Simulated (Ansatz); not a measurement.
The starting structures come from a database of crystals and need not be the phases stable at ambient conditions.

# Evanescent states of Ba3V2O8 (R-3m, not sure to be the ambient phase, 13 atoms a cell, 16.1 Å³ an atom, -4 GPa at this level) along the normal of (101)

All values below come from PBEsol (plane waves, PAW; Ansatz, a first-principles code).

The gap is the functional's own, uncorrected, and κ follows it; spin-orbit coupling is left out. Mid-gap values are interpolated between the computed energies.

Energies count from the valence-band top; κ is the least over a 6×4 mesh across the current.

```tsv
E (eV)	κ (1/Å)	where
0.09	0.223	off Γ
0.27	0.313	off Γ
0.45	0.364	Γ
0.63	0.385	Γ
0.81	0.402	Γ
0.99	0.415	Γ
1.17	0.423	Γ
1.35	0.427	Γ
1.53	0.430	Γ
1.71	0.431	Γ
1.89	0.430	Γ
2.07	0.428	Γ
2.25	0.425	Γ
2.43	0.420	Γ
2.61	0.415	Γ
2.79	0.407	Γ
2.97	0.399	Γ
3.15	0.388	Γ
3.33	0.367	Γ
3.51	0.269	Γ
```

Question: How thick must the barrier be to attenuate the transmission by 10^4 when the electrodes' Fermi level lies at 2.79 eV, and what attenuation does that film give at 0.63 eV?

Answer: d = 4 ln 10 / (2 × 0.407) = 11.3 Å. At 0.63 eV it gives 4 × 0.385/0.407 = 3.8 decades.
